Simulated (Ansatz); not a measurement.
The reference is ZnF₂ in the rutile structure (space group P4_2/mnm, No. 136; a = 4.7173 Å, c = 3.1285 Å).

Calculations: Ansatz (a quantum-chemistry and plane-wave program), PBEsol, PAW, cutoff 420 eV, spin-orbit coupling left out.

Strains are applied to the cell and any free atomic positions relax.

One change was made to it. Results:

| quantity | base | after |
|---|---|---|
| band gap | 3.45 eV | 3.52 eV |
| valence-band top at Γ (three highest levels, from the VBM) | 0.00, -0.30, -0.30 eV | 0.00, -0.46, -0.46 eV |

**Question.** Which of these changes matches the shifts?
A. isotropic strain −1.20 %
B. isotropic strain −0.60 %
C. isotropic strain −2.40 %

**Answer.** C, isotropic strain −2.40 %. For comparison, the band gap in the other runs: isotropic strain −1.20 % gives 3.48 eV; isotropic strain −0.60 % gives 3.47 eV.

Whether these cells are dynamically stable was not tested.
